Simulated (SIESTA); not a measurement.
SIESTA run on HfRu3 (P6_3/mmc, 8 atoms in the cell): self-consistent single point.

Computed with LDA PW92, numerical atomic orbitals TZP, PseudoDojo LDA standard norm-conserving potentials (rewritten from UPF to PSML) run with SIESTA.

```yaml
crystal:
  lattice:
    - [5.66451, 0.00000, 0.00000]
    - [-2.83225, 4.90561, 0.00000]
    - [0.00000, 0.00000, 4.45928]
  atoms:
    - { symbol: Hf, position: [0.66667, 0.33333, 0.25000] }
    - { symbol: Hf, position: [0.33333, 0.66667, 0.75000] }
    - { symbol: Ru, position: [0.32920, 0.16460, 0.75000] }
    - { symbol: Ru, position: [0.67080, 0.83540, 0.25000] }
    - { symbol: Ru, position: [0.16460, 0.32920, 0.25000] }
    - { symbol: Ru, position: [0.83540, 0.67080, 0.75000] }
    - { symbol: Ru, position: [0.83540, 0.16460, 0.75000] }
    - { symbol: Ru, position: [0.16460, 0.83540, 0.25000] }
```

Reference input (self-consistent single point, DFT, GGA PBEsol, numerical atomic orbitals TZP, PseudoDojo PBEsol standard norm-conserving potentials (rewritten from UPF to PSML)): XC.functional = GGA; XC.authors = PBEsol; potentials = PseudoDojo PBEsol standard; PAO.BasisSize = TZP; PAO.EnergyShift = 0.005 Ry; MeshCutoff = 350 Ry; kgrid.MonkhorstPack = 4 4 5; OccupationFunction = MP; OccupationMPOrder = 0; ElectronicTemperature = 100 meV; MaxSCFIterations = 150; SCF.Mixer.Method = Pulay. This run's input differs from it in these lines:

```diff
@@ -1,2 +1,2 @@
-# files in the folder: Hf.psml Ru.psml (PseudoDojo PBEsol standard)
+# files in the folder: Hf.psml Ru.psml (PseudoDojo LDA standard)
 SystemName  HfRu3
@@ -28,4 +28,4 @@
 
-XC.functional                GGA
-XC.authors                   PBEsol
+XC.functional                LDA
+XC.authors                   PW92
 PAO.BasisSize                TZP
```

The program printed (abridged):

```
        iscf     Eharris(eV)        E_KS(eV)     FreeEng(eV)     dDmax    Ef(eV) dHmax(eV)
   scf:    1   -19461.247143   -19558.660174   -19558.704275  1.357745 -3.700677 10.510062
   scf:    2   -19582.833063   -19578.819531   -19578.878505  0.443602 -4.614187  5.332378
   scf:    3   -19581.527288   -19580.299952   -19580.353528  0.108933 -4.755914  3.121348
   scf:    4   -19581.614988   -19581.140874   -19581.191489  0.165918 -5.054555  0.428061
   scf:    5   -19581.182147   -19581.174345   -19581.224665  0.028159 -5.111877  0.175986
   [... 3 lines left out ...]
   scf:    9   -19581.178158   -19581.178557   -19581.228675  0.000588 -5.107217  0.052390
   scf:   10   -19581.178994   -19581.178965   -19581.229025  0.001079 -5.110458  0.007321
   scf:   11   -19581.178956   -19581.178964   -19581.229032  0.000152 -5.110178  0.001003
   scf:   12   -19581.178966   -19581.178965   -19581.229032  0.000026 -5.110177  0.000320
SCF Convergence by DM+H criterion
max |DM_out - DM_in|         :     0.0000256129
max |H_out - H_in|      (eV) :     0.0003197418
SCF cycle converged after 12 iterations

Using DM_out to compute the final energy and forces

siesta: E_KS(eV) =           -19581.1790

siesta: E_KS - E_eggbox =    -19581.1790

siesta: Atomic forces (eV/Ang):
     1   -0.000023   -0.000018    0.000000
     2    0.000023   -0.000043    0.000000
     3    0.023472    0.013555   -0.000000
     4   -0.023437   -0.013563   -0.000000
     5    0.000015    0.027130   -0.000000
     6   -0.000015   -0.027053   -0.000000
     7   -0.023472    0.013538   -0.000000
     8    0.023437   -0.013546   -0.000000
   Tot   -0.000000   -0.000000   -0.000000
   Max    0.027130
   Res    0.013544    sqrt( Sum f_i^2 / 3N )
   Max    0.027130    constrained

   [... lines left out ...]
siesta: FreeEng =    -19581.229032
siesta: Cell volume =        123.913924 Ang**3
siesta:        -144.73499569       -143.57472238  kBar
   [... lines left out ...]

             -0.044

mulliken: Qtot =      120.000

Mulliken Atomic Populations:
Atom #   charge [q] valence [e]  Species
     1     1.284588   10.715412  Hf
     2     1.284588   10.715412  Hf
     3    -0.428208   16.428208  Ru
     4    -0.428183   16.428183  Ru
     5    -0.428212   16.428212  Ru
     6    -0.428178   16.428178  Ru
     7    -0.428209   16.428209  Ru
     8    -0.428184   16.428184  Ru
 Total     0.000000
```

The run converged in 12 iterations. Against the reference run the pressure goes from -9.00 to -14.47 GPa and the largest force goes from 0.010 to 0.027 eV/Å.

The starting cell comes from a database of computed structures (which also holds hypothetical and non-ambient phases and stackings), without a prior relaxation at this level. Spin polarisation is off. Values carry the incompleteness of an atom-centred basis. With a pressure of about -14 GPa the cell is away from its equilibrium volume at this level.

Cost on one core of a shared machine: roughly 2 min.
